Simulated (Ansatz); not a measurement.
**Carrier properties of NaF (Fm-3m)**

```xyz
2
Lattice="0.0000 2.3144 2.3144 2.3144 0.0000 2.3144 2.3144 2.3144 0.0000" Properties=species:S:1:pos:R:3 pbc="T T T"
Na     0.0000     0.0000     0.0000
F      2.3144     2.3144     2.3144
```

The numbers are results of PBEsol, rigid bands (plane waves, PAW, scalar-relativistic; Ansatz, a quantum-chemistry and plane-wave program), not measurements. How the cell was made: cell and atoms relaxed with PBEsol.

```yaml
band_gap: 6.20 eV
electron conductivity mass (300 K, dilute): 0.57 mₑ
hole conductivity mass (300 K, dilute): 6.7 mₑ
effective density of states N_c (300 K): 1.1e19 cm⁻³
effective density of states N_v (300 K): 1.2e21 cm⁻³
density_of_states_mass_electrons: 0.56 mₑ
density_of_states_mass_holes: 13.0 mₑ
Seebeck coefficient, n-type 1e19 cm⁻³, 300 K: -227 μV/K
best n-type power factor at 300 K for τ = 10 fs (best axis; densities from 1e16 to 1e21 cm⁻³ tried, whether or not they can be reached): 3.1 μW/(cm·K²) at 3e19 cm⁻³
Seebeck coefficient, p-type 1e19 cm⁻³, 300 K: 623 μV/K
```

Rigid bands; masses and Seebeck coefficients take one relaxation time τ for all states and one kind of carrier; polarons and phonon drag are left out. Spin-orbit coupling is left out.
